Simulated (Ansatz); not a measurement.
**Phonon-limited transport in YAu₂ (I4/mmm)**

Here is the system:

```xyz
3
Lattice="-1.8414 1.8414 4.4685 1.8414 -1.8414 4.4685 1.8414 1.8414 -4.4685" Properties=species:S:1:pos:R:3 pbc="T T T"
Y      0.0000     0.0000     0.0000
Au     0.0000     0.0000     5.9540
Au     0.0000     0.0000     2.9831
```

Computed with PBEsol, DFPT electron-phonon coupling, linearised Boltzmann equation (plane waves, PAW, scalar-relativistic; Ansatz, a quantum-chemistry and plane-wave program). Cell: relaxed with this functional, without spin-orbit coupling.

* **resistivity at 300 K**: 11.2 (x), 11.2 (y), 9.2 (z) μΩ·cm
* **resistivity at 77 K**: 2.2 (x), 2.2 (y), 1.74 (z) μΩ·cm
* **electron mean free path at 300 K (weighted by the current that each state carries)**: 15.6 (x), 15.6 (y), 16.5 (z) nm
* **electron-phonon coupling λ**: 0.20
* **transport coupling λ_tr**: 0.23 (x), 0.23 (y), 0.191 (z)
* **logarithmic mean phonon energy**: 9.9 meV
* **density of states at the Fermi level**: 0.55 states/(eV·spin·cell)
* **Drude plasma energy**: 4.8 eV
* **Tc for μ* = 0.10 (anisotropic Eliashberg)**: below 1 K
* **Tc for μ* = 0.13 (anisotropic Eliashberg)**: below 1 K

A metal at this level (no band gap). Only scattering by harmonic phonons is included (no impurities, grain boundaries, electron-electron scattering or thermal expansion). Spin-orbit coupling is left out, which matters with elements this heavy. Halving the electron mesh (24x24x24) moves the resistivity by up to 2 % at 300 K, the mean free path by up to 2 %, the coupling by up to 2 %. Smearing 0.20 eV; phonons on a 5x5x5 q mesh, which this run doesn't test and which matters most at low temperature. Tc comes from the anisotropic Migdal-Eliashberg equations with μ*, a chosen number, referred to 13.0 meV.

Computed structure with no diffraction record at hand here (it may be known, metastable or hypothetical): YAu2 (I4/mmm).
